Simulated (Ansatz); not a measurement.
Given:

```
Si
1.0
    0.00000     2.68009     2.68009
    2.68009     0.00000     2.68009
    2.68009     2.68009     0.00000
Si
2
Direct
  0.25000   0.25000   0.25000
  0.00000   0.00000   0.00000
```

Computed with r2SCAN with spin-orbit coupling, rigid bands (plane waves, PAW; Ansatz, a first-principles code). Condition of this run: hydrostatic pressure 5 GPa (the target of the relaxation). Geometry: cell and atoms relaxed with r2SCAN, then loaded as said.

Task: Predict the electron conductivity mass (n e² τ/σ) at 300 K, by direction if it differs.

Result: 0.28 mₑ.

Task: What conductivity effective mass do dilute holes have at 300 K?

Result: 0.35 mₑ.

Task: And the band gap?

Result: 0.67 eV at this level; semilocal functionals usually fall short of the measured gap.

Rigid bands, one relaxation time for all states, no polarons.
